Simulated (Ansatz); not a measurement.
The starting structures come from a database of crystals and need not be the phases stable at ambient conditions.

Inside the gap of an insulator the Bloch states are evanescent, with a wavenumber k + iκ along the transport direction.

Data:

```yaml
crystal:
  lattice:
    - [5.10078, 0.00000, 0.00000]
    - [-2.55039, 4.41741, 0.00000]
    - [0.00000, 0.00000, 7.19634]
  atoms:
    - { symbol: Ba, position: [0.00000, 0.00000, 0.50000] }
    - { symbol: Li, position: [0.66667, 0.33333, 0.23104] }
    - { symbol: Li, position: [0.33333, 0.66667, 0.76896] }
    - { symbol: Mg, position: [0.00000, 0.00000, 0.00000] }
    - { symbol: P, position: [0.66667, 0.33333, 0.75119] }
    - { symbol: P, position: [0.33333, 0.66667, 0.24881] }
    - { symbol: O, position: [0.66667, 0.33333, 0.53594] }
    - { symbol: O, position: [0.33333, 0.66667, 0.46406] }
    - { symbol: O, position: [0.70443, 0.06423, 0.82129] }
    - { symbol: O, position: [0.29557, 0.93577, 0.17871] }
    - { symbol: O, position: [0.93577, 0.64020, 0.82129] }
    - { symbol: O, position: [0.06423, 0.35980, 0.17871] }
    - { symbol: O, position: [0.35980, 0.29557, 0.82129] }
    - { symbol: O, position: [0.64020, 0.70443, 0.17871] }
```

Space group of this cell: P-3. The cell is taken as given; by r2SCAN its mean pressure is -4.9 GPa.

Transport runs along the normal of the first two printed cell vectors, the (001) plane of the conventional cell.

No gap correction and no spin-orbit coupling; mid-gap values are interpolated between computed energies.

Q: Predict the band gap and the smallest decay constant κ at mid-gap from r2SCAN (Ansatz, a first-principles code).

A: Gap 6.41 eV on a 12×12×4 mesh; κ = 0.483 1/Å, at the zone centre.
